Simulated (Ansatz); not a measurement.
Bond-angle distributions (per cent of the angles at each element, bins of 10°) of a relaxed model of amorphous Ti20O43Ga2 at 3.52 g/cm³. Computed with PBE, scalar-relativistic without spin-orbit coupling (plane waves to 420 eV, PAW; Ansatz, a program for electronic structure).

It comes from a melt-quench run on a machine-learned potential (CHGNet), relaxed afterwards by DFT. O atoms were pushed apart under 1.9 Å during the dynamics, to hinder bonds among them. The hot cell started wider than the set density and was brought back towards it in steps. It is the lowest in DFT energy of 2 quenches. It is a model cell: composition and starting density were chosen by hand, and all elements were melted together. No dispersion term was used. Its density started from a set value of 3.72 and ended at 3.52 g/cm³. The simulated quench (nominally 360 K/ps over its main leg) is rapid and tends to freeze in more defects than a deposited or slowly cooled glass has. One small periodic cell is one sample of the glass; other quenches scatter about these values. Volume and shape were free in the relaxation.

Neighbours within Ti-Ti 3.12 Å, Ti-O 2.44 Å, Ti-Ga 2.90 Å, O-O 1.58 Å, O-Ga 2.26 Å, Ga-Ga 2.68 Å count as bonded. Two cations that share two anions don't count as bonded, nor two that share one unless they lie closer than Ti-Ti 3.04 Å, Ti-Ga 2.82 Å, Ga-Ga 2.61 Å.

```json
[
 {"angle (°)": "50-60", "at Ti": "0", "at O": "0"},
 {"angle (°)": "60-70", "at Ti": "1", "at O": "0"},
 {"angle (°)": "70-80", "at Ti": "14", "at O": "0"},
 {"angle (°)": "80-90", "at Ti": "19", "at O": "1"},
 {"angle (°)": "90-100", "at Ti": "21", "at O": "15"},
 {"angle (°)": "100-110", "at Ti": "14", "at O": "22"},
 {"angle (°)": "110-120", "at Ti": "9", "at O": "15"},
 {"angle (°)": "120-130", "at Ti": "4", "at O": "16"},
 {"angle (°)": "130-140", "at Ti": "2", "at O": "15"},
 {"angle (°)": "140-150", "at Ti": "5", "at O": "10"},
 {"angle (°)": "150-160", "at Ti": "4", "at O": "4"},
 {"angle (°)": "160-170", "at Ti": "5", "at O": "0"},
 {"angle (°)": "170-180", "at Ti": "1", "at O": "2"}
]
```

They go with these counts of neighbours within the cut-offs, cation contacts included: Ti mean 5.2, most often 5; O mean 2.6, most often 3.
